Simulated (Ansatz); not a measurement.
Results of r²SCAN-D4 in Ansatz (PAW) for fluorite PtAl2.

Input:

Ansatz 0.2 input:
```yaml
crystal:
  lattice:
    - [0.0, 2.943678314, 2.943678314]
    - [2.943678314, 0.0, 2.943678314]
    - [2.943678314, 2.943678314, 0.0]
  atoms:
    - { symbol: Al, position: [0.25, 0.25, 0.25] }
    - { symbol: Al, position: [0.75, 0.75, 0.75] }
    - { symbol: Pt, position: [0.0, 0.0, 0.0] }
basis:
  ecutwfc: 560
  ecutrho_ratio: 4
  xc_grid: 3
kpoints:
  mp_grid: { grid: [16, 16, 16] }
hamiltonian:
  xc: r2scan
  dispersion: d4
  pseudopotentials: { kind: paw }
scf:
  occupations: { method: fermi_dirac, width: 0.05 }
  convergence: { dr2_threshold: 0.0000000003 }
output:
  forces: true
  stress: true
  eigenvalues: true
```

Excerpt of the program's output:

```
Crystal: 3 atoms, lattice volume = 51.015 Å³
Basis set: ecut = 560 eV, 1471 PW (Γ), exchange–correlation on 108×108×108 points (27 copies of the dense FFT grid, shifted against one another)
Bands: 16, of which v1, the nominal top of the filled ones, is band 12 counted from 1 (11 counted from 0)
Symmetry: 48 space group operations
Space group: Fm-3m (ITA 225), of the structure as read, at distance tolerance 3.7e-5 Å
k-points: 145 of 4096
Functional: x = r2scan, c = r2scan; τ floored in thin density (d = 2e-4 eV/Å³)
SCF iter   1: F=—  HF=-13620.928767 eV  |F-HF|=—  |Δ(HF+E_count)|=         —  Δρ=8.90e-3  dr2=6.22e-2  dr2_τ=4.20e-2
SCF iter   2: F=—  HF=-13620.955809 eV  |F-HF|=—  |Δ(HF+E_count)|=   2.70e-2  Δρ=3.12e-3  dr2=5.49e-3  dr2_τ=2.11e-3
  ...
SCF iter   8: F=—  HF=-13620.956089 eV  |F-HF|=—  |Δ(HF+E_count)|=   3.02e-9  Δρ=1.16e-6  dr2=6.27e-10  dr2_τ=1.01e-10
SCF iter   9: F=-13620.956089 eV  HF=-13620.956089 eV  |F-HF|=9.09e-12  |Δ(HF+E_count)|=  1.67e-10  Δρ=2.54e-7  dr2=2.78e-11  dr2_τ=4.42e-12
SCF 1 converged in 9 iterations: F = -13620.956089 eV  dr2 = 2.78e-11
SCF converged after 9 iterations
Free energy (F): -13620.956089 eV
Internal energy: -13620.947151 eV  (E = F + TS)
E sigma→0 (E₀):  -13620.951620 eV
Fermi energy:    11.494720 eV
--- Forces (eV/Å), atoms counted from 1 ---
  atom   1  Al    -0.00000000     0.00000000    -0.00000000
  atom   2  Al     0.00000000    -0.00000000    -0.00000000
  atom   3  Pt    -0.00000000     0.00000000     0.00000000
--- Stress (GPa, compression-positive) ---
        0.003753      -0.000000       0.000000
       -0.000000       0.003753      -0.000000
        0.000000       0.000000       0.003753
  P = ⅓ Tr σ = 0.0038 GPa (0.038 kbar)
```

The PAW data were made under PBE.

Computing time: about 9 core-seconds (a rough figure).

Ansatz is an electronic-structure program.
